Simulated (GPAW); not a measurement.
Input and output of a self-consistent single point for LuP (I4mm, 2 atoms in the cell) (GPAW).

Method of the run: LDA (Perdew-Wang 92), GPAW PAW datasets LDA (gpaw-data 1.0.1) (plane waves; GPAW 25.7.0).

```
LuP
1.0
    0.00000     2.74805     2.74805
    2.74805     0.00000     2.74805
    2.74805     2.74805     0.00000
Lu P
1 1
Direct
  0.00910   0.00910   0.99090
  0.50000   0.50000   0.50000
```

Reference input (self-consistent single point, DFT LDA (Perdew-Wang 92), plane waves, GPAW PAW datasets LDA (gpaw-data 1.0.1)): mode = pw; ecut = 850 eV; xc = LDA; kpts = 5 5 5; mesh shift (steps) = 0 0 0; occupations.name = fermi-dirac; occupations.width = 0.1 eV; nbands = -8; convergence.density = 1e-05 e/electron; convergence.energy = 1e-05 eV/electron; symmetry.symmorphic = false; symmetry.tolerance = 0.0005. This run's input differs from it in these lines:

```diff
@@ -14,4 +14,4 @@
             xc='LDA',
-            kpts=(5, 5, 5),
-            occupations={'name': 'fermi-dirac', 'width': 0.1},
+            kpts={'size': (8, 8, 8), 'gamma': True},
+            occupations={'name': 'marzari-vanderbilt', 'width': 0.1},
             nbands=-8,
```

Log, with long lists cut:

```
     iter     time        total  log10-change:
                         energy   eigst   dens
iter:   1 --:--:--   -14.433164
iter:   2 --:--:--   -14.306156   -1.73  -1.34
iter:   3 --:--:--   -13.912238   -1.41  -1.38
iter:   4 --:--:--   -13.898166   -3.49  -1.77
iter:   5 --:--:--   -13.945498   -1.94  -1.77
iter:   6 --:--:--   -13.919687   -3.51  -2.39
iter:   7 --:--:--   -13.901451   -3.10  -2.53
iter:   8 --:--:--   -13.893133   -2.91  -2.69
iter:   9 --:--:--   -13.893189   -4.90  -3.38
iter:  10 --:--:--   -13.893224c  -5.44  -3.47
iter:  11 --:--:--   -13.893118c  -5.19  -3.72
iter:  12 --:--:--   -13.893116c  -6.75  -4.07
iter:  13 --:--:--   -13.893115c  -7.03  -4.10
iter:  14 --:--:--   -13.893112c  -6.35  -4.47
iter:  15 --:--:--   -13.893112c  -8.16c -4.72
iter:  16 --:--:--   -13.893112c  -7.99c -4.80
iter:  17 --:--:--   -13.893112c  -7.23  -4.90
iter:  18 --:--:--   -13.893112c  -8.53c -5.19c
Converged after 18 iterations.

Dipole moment: (0.000000, 0.000000, -1.432882) |e|*Ang

Energy contributions relative to reference atoms: (reference = -405319.764882)

Kinetic:         +4.853031
Potential:       -4.588807
External:        +0.000000
XC:             -14.045394
Entropy (-ST):   +0.000293
Local:           -0.112236
SIC:             +0.000000
--------------------------
Free energy:    -13.893112
Extrapolated:   -13.893112

Showing only first 2 kpts
 Kpt  Band  Eigenvalues  Occupancy
  0    13      8.78646    0.00000
  0    14      8.79283    0.00000
  0    15      9.69146    0.00000
  0    16      9.73115    0.00000

  1    13      8.08541    0.91357
  1    14      8.10522    0.64692
  1    15      9.25864    0.00000
  1    16     10.66860    0.00000

Fermi level: 8.09340

No gap
No difference between direct/indirect transitions
Energy (eV): -13.893112

Forces in eV/Ang:
  0 Lu    0.00000    0.00000   -0.28612
  1 P     0.00000   -0.00000    0.28456

Stress tensor:
     0.030994     0.000000     0.000000
     0.000000     0.030994     0.000000
     0.000000     0.000000     0.028938
Stress (GPa, Voigt): [4.9657 4.9657 4.6363 0.     0.     0.    ]
```

The run converged in 18 iterations. GPAW prints stress with tension positive. Against the reference run the free energy falls by 5.7 meV/atom, the pressure hardly changes (-4.88 to -4.86 GPa) and the largest force goes from 0.276 to 0.286 eV/Å.

The starting cell comes from a database of computed structures (which also holds hypothetical and non-ambient phases and stackings), without a prior relaxation at this level. Its lattice was rescaled by up to half a per cent. One atom was moved a little off its site on purpose. With a pressure of about -5 GPa the cell is away from its equilibrium volume at this level. The run gives no clean gap (levels at the Fermi energy touch, overlap or are partly filled at this smearing), which alone does not show that the compound is a metal.

Cost on one core of a shared machine: roughly 80 s.
